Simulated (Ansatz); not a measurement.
**What biaxial strain +0.50 %, plane normal [001], relaxed out of plane does to Hf**

The reference is Hf in the hcp (Mg type) structure (space group P6_3/mmc, No. 194; a = 3.198 Å, c = 5.049 Å; relaxed with 0.1 eV smearing). Axes: x lies along a and z along c of the hexagonal cell.

Perturbation: tensile biaxial strain of 0.50 % in the plane normal to [001], as in epitaxy on a mismatched substrate; the out-of-plane cell vector and the atoms relax.

Level of theory: Ansatz (a program for electronic structure) r2SCAN, no spin-orbit coupling. Settings: 21×21×12 k-points, 0.1 eV Fermi–Dirac smearing.

```json
[
 {"quantity": "volume per atom", "base": "22.36 Å³", "changed": "22.52 Å³", "shift": "+0.153 Å³"},
 {"quantity": "space group", "base": "P6_3/mmc (No. 194)", "changed": "P6_3/mmc (No. 194)", "shift": "–"},
 {"quantity": "shortest interatomic distance", "base": "312.8 pm", "changed": "312.7 pm", "shift": "-0.1 pm"},
 {"quantity": "band gap", "base": "zero", "changed": "zero", "shift": "–"},
 {"quantity": "out-of-plane strain", "base": "–", "changed": "-0.32 %", "shift": "–"},
 {"quantity": "mean in-plane stress (compression positive)", "base": "–", "changed": "-1.1 GPa", "shift": "–"}
]
```

Stability against distortions was not tested. The final runs are not spin-polarised.
